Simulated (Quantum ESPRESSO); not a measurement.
A working Quantum ESPRESSO input for Ta (Im-3m, 1 atom in the cell) (DFT, PBEsol, plane waves, PseudoDojo standard norm-conserving (PBESOL) pseudopotentials):

```fortran
&control
  calculation = 'scf'
  prefix = 'pwscf'
  outdir = './out'
  pseudo_dir = './'
  tprnfor = .true.
  tstress = .true.
/
&system
  ibrav = 0
  nat = 1
  ntyp = 1
  ecutwfc = 60
  occupations = 'smearing'
  smearing = 'marzari-vanderbilt'
  degauss = 0.0073499
/
&electrons
  conv_thr = 1.0d-10
/
ATOMIC_SPECIES
Ta   180.9479  Ta.upf
CELL_PARAMETERS angstrom
  -1.69365500     1.69365500     1.69365500
   1.69365500    -1.69365500     1.69365500
   1.69365500     1.69365500    -1.69365500
ATOMIC_POSITIONS angstrom
Ta    0.00000000    0.00000000    0.00000000
K_POINTS automatic
11 11 11  0 0 0
```

The run converged in 7 iterations: free energy E − TS -1770.8624 eV; Fermi level (on the code's own zero) 16.71 eV; pressure -16.91 GPa. Each of these slips is then made, one at a time:

(1)
```diff
-  ntyp = 1
+  ntyp = 2
```

(2)
```diff
+  electron_maxstep = 2
```

Task: How does each altered input end?

Result: 
(1) A species count that does not match the list of species. The program stopped before any SCF iteration.
```
Error in routine  card_atomic_species (5010):
cannot read atomic specie from: CELL_PARAMETERS angstrom
```

(2) An iteration limit that is too low. The run ended unconverged after 2 iterations.

The starting cell comes from a database of computed structures (which also holds hypothetical and non-ambient phases and stackings), without a prior relaxation at this level. Its lattice was rescaled by a random factor within 2.5 % of one. Spin polarisation is off. In the base run, with a pressure of about -17 GPa the cell is away from its equilibrium volume at this level.

Left out of this page: 3 runs of the series outside the window shown, repeating another row's setting, or not comparable.
